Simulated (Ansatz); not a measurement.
Input and output of a self-consistent single point for Bi₂PbF₈ (P1, 11 atoms in the cell) (Ansatz, a quantum-chemistry and plane-wave program).

Level of theory: PBEsol, default PAW files made with PBE (plane waves; Ansatz).

```yaml
crystal:
  lattice:
    - [-2.15270, 2.15270, 8.31035]
    - [2.15270, -2.15270, 8.31035]
    - [2.15270, 2.15270, -8.31035]
  atoms:
    - { symbol: Bi, position: [0.28928, 0.31687, 0.96515] }
    - { symbol: Bi, position: [0.66988, 0.65477, 0.98552] }
    - { symbol: Pb, position: [0.03606, 0.96716, 0.99721] }
    - { symbol: F, position: [0.42834, 0.90881, 0.51661] }
    - { symbol: F, position: [0.55805, 0.07458, 0.46897] }
    - { symbol: F, position: [0.90513, 0.38124, 0.45167] }
    - { symbol: F, position: [0.07174, 0.62913, 0.52981] }
    - { symbol: F, position: [0.72802, 0.26319, 0.48686] }
    - { symbol: F, position: [0.26403, 0.77369, 0.52510] }
    - { symbol: F, position: [0.82782, 0.81913, 0.01760] }
    - { symbol: F, position: [0.22166, 0.21141, 0.05550] }
```

Reference input (self-consistent single point, DFT, PBEsol, plane waves, default PAW files made with PBE): basis.ecutwfc = 420 eV; kpoints.mp_grid.grid = 4 4 5; kpoints.mp_grid.shift = 0.5 0.5 0.5; hamiltonian.xc = pbesol; hamiltonian.pseudopotentials = {kind: paw} (the program's default PAW files); scf.occupations.method = gaussian; scf.occupations.width = 0.05 eV. This run's input differs from it in these lines:

Ansatz 0.2 input:
```diff
@@ -21,3 +21,3 @@
 kpoints:
-  mp_grid: { grid: [4, 4, 5], shift: [0.5, 0.5, 0.5] }
+  mp_grid: { grid: [3, 3, 4], shift: [0.5, 0.5, 0.5] }
 hamiltonian:
```

Log, with long lists cut:

```
SCF iter   1: F=—  HF=-42643.970389 eV  |F-HF|=—  |Δ(HF+E_count)|=         —  Δρ=1.65e-2  dr2=2.84e-1  ethr=1.77e-3  ⟨swp⟩=7.9  Hψ=4714  notcnv=0  defer=13
all-band conjugate gradients solve this SCF's bands
preconditioner: auto → Resta (q_TF=auto, 2.539 Å⁻¹)
SCF iter   2: F=—  HF=-42643.900501 eV  |F-HF|=—  |Δ(HF+E_count)|=   6.99e-2  Δρ=4.03e-3  dr2=1.32e-2  ethr=2.84e-4  ⟨swp⟩=2.2  Hψ=1939  notcnv=0  defer=36
   [... lines left out ...]
SCF iter   6: F=—  HF=-42643.897649 eV  |F-HF|=—  |Δ(HF+E_count)|=   7.08e-5  Δρ=6.86e-5  dr2=5.85e-6  ethr=4.01e-8  ⟨swp⟩=2.0  Hψ=1656  notcnv=0  defer=36
SCF iter   7: F=—  HF=-42643.897650 eV  |F-HF|=—  |Δ(HF+E_count)|=   8.99e-7  Δρ=3.35e-5  dr2=1.51e-6  ethr=5.85e-9  ⟨swp⟩=2.0  Hψ=1656  notcnv=0  defer=36
SCF iter   8: F=—  HF=-42643.897650 eV  |F-HF|=—  |Δ(HF+E_count)|=   4.33e-7  Δρ=7.59e-6  dr2=1.51e-7  ethr=1.51e-9  ⟨swp⟩=2.0  Hψ=1637  notcnv=0  defer=36
SCF iter   9: F=-42643.897651 eV  HF=-42643.897651 eV  |F-HF|=2.65e-8  |Δ(HF+E_count)|=   2.02e-7  Δρ=4.36e-6  dr2=3.18e-8  ethr=1.00e-10  ⟨swp⟩=11.2  Hψ=5343  notcnv=0
SCF 1 converged in 9 iterations: F = -42643.897651 eV  dr2 = 3.18e-8
Free energy (F): -42643.897651 eV
Internal energy: -42643.897651 eV  (E = F + TS)
E sigma→0 (E₀):  -42643.897651 eV
Fermi energy:    8.598654 eV
--- Forces (eV/Å), atoms counted from 1 ---
  atom   1  Bi    -0.14182603    -0.15115752     0.93422874
  atom   2  Bi    -0.21704122    -0.35572935     2.28895205
  atom   3  Pb     0.70199807    -0.65754767    -2.02533934
  atom   4  F     -0.18422428    -0.36710096     0.47994145
  atom   5  F      0.16862061     0.85325610     0.71482088
  atom   6  F      0.64381331     0.27042240     0.11152775
  atom   7  F     -1.11139959    -0.05965471     0.87626329
  atom   8  F     -0.19812480     1.47124953    -0.38781448
  atom   9  F      0.00740182     0.03426663    -1.19432439
  atom  10  F     -0.01477966     0.32999913    -0.80101472
  atom  11  F      0.34558791    -1.36801772    -0.99719316
--- Stress (GPa, compression-positive) ---
       -3.027300      -0.131247      -0.268312
       -0.131247      -1.664697       2.039531
       -0.268312       2.039531      -2.847657
  P = ⅓ Tr σ = -2.5132 GPa (-25.132 kbar)
  The stress holds the Pulay correction. Without it, at fixed plane waves, as pw.x and ABINIT print it: P = -3.2073 GPa
```

The run converged in 9 iterations. Against the reference run the free energy stays essentially unchanged (within 1 meV/atom), the pressure stays at -2.51 GPa, the largest force hardly changes (2.326 to 2.327 eV/Å) and the gap on the mesh goes from 3.173 to 3.135 eV.

The starting cell comes from a database of computed structures (which also holds hypothetical and non-ambient phases and stackings), without a prior relaxation at this level. Its atoms were displaced at random from the sites of space group no. 139. Spin-orbit coupling is off. Forces in this geometry exceed 1 eV/Å. Ansatz's pressure includes its estimate of the finite-basis (Pulay) stress. Without the estimate this run gives -3.21 GPa. The shifted mesh does not hold Γ, so a gap read on it misses any band edge there.
